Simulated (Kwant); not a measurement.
System: quantum point contact (saddle potential) in a GaN two-dimensional gas. Effective mass 0.22 mₑ, grid spacing 8.3 nm, hard walls, nominal width 200 nm (25 grid rows, so walls 215.8 nm apart), one parabolic valley, scattering region 600 nm long along x; energies count from the band bottom; Fermi energy 0.000779 eV. Potential (V0 + ½k y²) cos²(πx/L) for |x| < L/2, with V0 swept from 0.00081795 to 0 eV, k = 5.6e-07 eV/nm², L = 430 nm.

Constants are typed, rounded textbook-type inputs, not results; the design itself was drawn at random and stands for no fabricated device.

Computed with Kwant: effective-mass tight-binding model on a square grid, one spin, coherent transport at 0 K. Conductance is in e²/h.

Sweep values stay those of the base run.

The magnetic field was swept, all else fixed.

| magnetic field (T) | mean G (e²/h) over the sweep | G (e²/h) at V0 = 0.6164 meV |
|---|---|---|
| 0 | 0.84 | 0.10 |
| 0.031 | 0.84 | 0.10 |
| 0.062 | 0.84 | 0.10 |
| 0.1 | 0.84 | 0.098 |
| 0.16 | 0.83 | 0.089 |
| 0.26 | 0.80 | 0.068 |

From the first row to the last the mean G over the sweep goes from 0.84 to 0.80. From the first row to the last the G at V0 = 0.6164 meV goes from 0.10 to 0.068.
